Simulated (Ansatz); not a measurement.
**SnO: transverse stress against strain**

SnO (litharge, P4/nmm, 17.516 Å³/atom at rest, c along z) under a strain ε along c (axis z), the other axes held. PBE-D3(BJ) in Ansatz, a plane-wave DFT program (PAW, default set), 420 eV, 12×12×10 Γ-centred mesh, Fermi-Dirac smearing 0.05 eV; ions are relaxed within the symmetry of each cell. Stress is positive for a compressed cell.

Here s stands for strain and y for stress xx.

| strain (%) | stress xx (GPa) |
|---|---|
| -3.00 | ? |
| -1.20 | 0.18 |
| -0.60 | 0.09 |
| 0.00 | 0.00 |
| 0.60 | -0.08 |
| 1.20 | -0.15 |

The 5 complete rows are fitted with a straight line, y against s. Means: s 0, y 0.008. About the means, the sum of products is -0.49800 and the sum of squares of s is 3.6000; the slope is their ratio. Least squares gives y = 0.008 - 0.1383·s. Residuals (row less fit): 0.006, -0.001, -0.008, -0.005, 0.008; standard error 0.008 (degrees of freedom: 3). The slope gives the elastic constant C13 = 13.8 ± 0.4 GPa.

**Question.** Predict the withheld y at s = -3.00 from the fit, and compare with the calculation.

**Answer.** y = 0.008 - 0.1383 × (-3.0) = 0.423 GPa. The calculation gives 0.49 GPa, 0.067 GPa above the prediction (10.5 % of the range of y in the table). The row lies outside the fitted rows, so this is an extrapolation. From the scatter of the fitted rows alone, a prediction at this place has a standard error of 0.015 GPa, so the miss is 4.5 times that.

One order more, fitted to all 11 runs of the series, follows each within 0.01, so the miss is the next term of a smooth law. This level leaves no gap over 0.05 eV at strain -3.00, -1.20, -0.60, 0.00, 0.60, 1.20, where the mesh may be coarse. Rows are the converged runs of the series near zero and its far end; series whose fitted rows scatter by over a few per cent of the range, as at a crossing or softening among them, aren't shown in this form. Most that stay on the fit to the last digits aren't either.
